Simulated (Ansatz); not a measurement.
# MgO: response to strain

The parent structure is MgO in the rock salt structure (space group Fm-3m, No. 225; a = 4.2141 Å). Axes: x, y, z lie along the cube axes.

Strains are applied to the cell and any free atomic positions relax; under biaxial strain the out-of-plane vector relaxes too; under stress the whole cell relaxes.

All numbers come from Ansatz (a first-principles code) PBEsol, spin-orbit coupling left out.

Notes on the quantities. energy relative to the base: free energy F.

```csv
change,shortest interatomic distance,energy relative to the base,electron mass
base,210.7 pm,0 meV/atom,0.34 mₑ (at Γ)
"biaxial strain −2.34 %, plane normal [110], relaxed out of plane",205.8 pm,+13 meV/atom,–
"biaxial strain +1.98 %, plane normal [110], relaxed out of plane",212.0 pm,+8.3 meV/atom,–
"biaxial strain +0.76 %, plane normal [111], relaxed out of plane",211.6 pm,+1.3 meV/atom,0.34 mₑ (at Γ)
"biaxial strain +2.47 %, plane normal [111], relaxed out of plane",213.6 pm,+13 meV/atom,0.33 mₑ (at Γ)
isotropic strain +0.91 %,212.6 pm,+3.3 meV/atom,0.33 mₑ (at Γ)
uniaxial strain ε_yy = +0.35 %,210.7 pm,+0.1 meV/atom,0.34 mₑ (at Γ)
uniaxial strain ε_yy = +4.07 %,210.7 pm,+12 meV/atom,"0.31 mₑ along y, 0.34 mₑ across (at Γ)"
tensor shear ε_yz = −0.30 %,210.7 pm,+0.2 meV/atom,0.34 mₑ (at Γ)
"uniaxial stress, 8 GPa compression along z",___,___,___
```

### Question
Some entries are withheld; estimate them.

### Answer

- uniaxial stress, 8 GPa compression along z, shortest interatomic distance: 205.0 pm
- uniaxial stress, 8 GPa compression along z, energy relative to the base: +6.1 meV/atom
- uniaxial stress, 8 GPa compression along z, electron mass: 0.36 mₑ along z, 0.34 mₑ across (at Γ)

A biaxial case was relaxed in a doubled cell and then solved in the primitive one. The levels and masses belong to the bands next to the band gap. Masses are band curvatures over ±0.01 Å⁻¹ around the edge. Beyond what the load breaks, stability against distortions was not tested.
